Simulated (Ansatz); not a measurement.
Functionals compared on the (31-43) surface of hcp Re in its 1x1 cell, outermost plane spacing 0.10 Å in the ideal cut, in Ansatz (plane waves, PAW). The structure was relaxed with PBE; the other rows are single points on it, each with its references at the same level. Cutoff 420 eV (500 eV for r2SCAN).

Model: 36-atom slab, 10.5 Å thick at the start (thin: gaps and levels are the slab's own), 7x4x1 mesh, Fermi-Dirac 0.1 eV, dipole correction, all atoms relaxed; start symmetry kept, larger cells not searched; no spin, no spin-orbit, no U. These notes are the PBE run's.

```
functional  surface energy (J/m²)  work function of the top face (eV)          rough cost of the single point
----------  ---------------------  ----------------------------------  --------------------------------------
PBE                          3.45                                4.68                                       –
LDA                           ___                                 ___          around 16 core-minutes (rough)
PBEsol                       3.87                                4.79  about 17 core-minutes (a rough figure)
RPBE                         3.23                                4.54          around 18 core-minutes (rough)
r2SCAN                       3.67                                4.73  about 40 core-minutes (a rough figure)
```

### Question
What belongs in the gaps?

### Answer

- LDA, surface energy (J/m²): 3.98
- LDA, work function of the top face (eV): 4.98

Ansatz is a first-principles code.
